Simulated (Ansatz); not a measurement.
# AlIr in the CsCl type structure (space group Pm-3m, No. 221; a cell from a computed database, its experimental status unchecked)

```xyz
2
Lattice="2.9891 0.0000 0.0000 0.0000 2.9891 0.0000 0.0000 0.0000 2.9891" Properties=species:S:1:pos:R:3 pbc="T T T"
Al     0.0000     0.0000     0.0000
Ir     1.4945     1.4945     1.4945
```

The values are results of plane-wave PAW DFT at the PBEsol level (Ansatz, a first-principles code, 420 eV), scalar-relativistic without spin-orbit coupling, not measurements. Γ-centred 16×16×16 mesh, Fermi–Dirac width 0.05 eV.

| Item | Value |
|---|---|
| Volume per atom | 13.35 Å³ |
| Density | 13.63 g/cm³ |
| Band gap | zero |
| Total energy | -6162.718 eV/atom (σ→0; compares only within this code and set-up) |

Stability against distortions was not tested. All final runs are without spin polarisation.
